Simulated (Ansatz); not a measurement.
Cells marked so need not be the phases stable at ambient conditions, and some may be hypothetical.

 Where the default PAW files enter, the runs use the earlier of Ansatz's two default sets.

The gap is the functional's own. No spin-orbit coupling. Mid-gap values are interpolated on the energy grid.

A. CaHCl (P4/nmm, not sure to be the ambient phase, 6 atoms a cell, 16.8 Å³ an atom), along the normal of (100)
B. Rb2NaAlF6 (Fm-3m, not sure to be the ambient phase, 10 atoms a cell, 15.1 Å³ an atom, -3 GPa at this level), along the normal of (110)
C. Tl₂SnCl₆ (Fm-3m, not sure to be the ambient phase, 9 atoms a cell, 28.9 Å³ an atom), along the normal of (111)
D. CuBiSeO (P4/nmm, not sure to be the ambient phase, 8 atoms a cell, 17.0 Å³ an atom), along the normal of (100)

Q: Rank these by mid-gap decay constant of the slowest evanescent state (lowest first), as r2SCAN in Ansatz (an electronic-structure program) gives it.

A: D (0.10 1/Å), C (0.33 1/Å), A (0.45 1/Å), B (0.54 1/Å)
